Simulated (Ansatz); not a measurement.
Where the default PAW files enter, the runs use the earlier of Ansatz's two default sets.

Crystal: TiO₂ (P4_2/mnm, rutile, 6 atoms a cell, 10.4 Å³ an atom); planes in its conventional cell.

These are r2SCAN (plane waves, PAW; Ansatz, a quantum-chemistry and plane-wave program) values and carry that method's errors.

The gap is the functional's own, uncorrected, and κ follows it; spin-orbit coupling is left out. Mid-gap values are interpolated between the computed energies.

```tsv
plane	area of the cell (Å²)	mid-gap κ (1/Å)	largest κ in the gap (1/Å)
(110)	19.3	0.24	0.24
(001)	21.2	___	___
```

The slowest decay depends on the direction. Supply the withheld values.


- (001), mid-gap κ (1/Å): 0.28
- (001), largest κ in the gap (1/Å): 0.29
